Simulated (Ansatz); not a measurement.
**Effect of biaxial strain −0.83 %, plane normal [111], relaxed out of plane on HfN**

Base system: HfN in the rock salt structure (space group Fm-3m, No. 225; a = 4.526 Å; relaxed with 0.1 eV smearing). Axes: x, y, z lie along the cube axes.

One thing is altered: compressive biaxial strain of 0.83 % in the plane normal to [111], as in epitaxy on a mismatched substrate; the out-of-plane cell vector and the atoms relax.

Method: DFT with r2SCAN, PAW potentials and a 500 eV plane-wave cutoff in Ansatz (an electronic-structure program), no SOC. Γ-centred 22×22×22 mesh, Fermi–Dirac width 0.1 eV.

| quantity | base | changed | shift |
|---|---|---|---|
| volume per atom | 11.59 Å³ | 11.48 Å³ | -0.11 Å³ |
| space group | Fm-3m (No. 225) | R-3m (No. 166) | – |
| energy relative to the base (free energy F) | 0 meV/atom | +2.4 meV/atom | +2.4 meV/atom |
| pressure (mean of the normal stresses, compression positive) | 0.0 GPa | 2.7 GPa | +2.7 GPa |
| band gap | zero | zero | – |
| out-of-plane strain | – | +0.73 % | – |
| ratio −ε⊥/ε∥ | – | 0.88 | – |

Whether these cells are dynamically stable was not tested. The final runs are not spin-polarised. An odd electron count without spin: HfN.
